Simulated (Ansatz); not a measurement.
| Quantity | Value |
|---|---|
| Surface | single layer of MoSe2 (symmetry P-6m2 as a slab, 3 atoms a cell) |
| Vacuum level minus Kohn-Sham valence edge | 5.32 eV |
| Vacuum level minus Kohn-Sham conduction edge | 3.87 eV |
| Gap of the slab on its mesh | 1.45 eV |
| Apparent barrier, filled states, bias minus 1.1 V | 5.5 eV (κ = 1.20 1/Å) |
| Apparent barrier, filled states, bias minus 1.7 V | 6.1 eV (κ = 1.26 1/Å) |
| Apparent barrier, empty states, bias plus 1.1 V | 4.8 eV (κ = 1.12 1/Å) |
| Apparent barrier, empty states, bias plus 1.7 V | 4.1 eV (κ = 1.03 1/Å) |

Computed with PBE, Tersoff-Hamann images (plane waves, PAW; Ansatz, a quantum-chemistry and plane-wave program).

The apparent barrier is ħ²κ²/2m, with κ from the fall of the mean window density between 3.5 and 5 Å; states of large in-plane momentum fall faster than their energy alone says. Mesh 18×18×1, no spin-orbit coupling, no spin polarisation; biases count from the run's Fermi level.
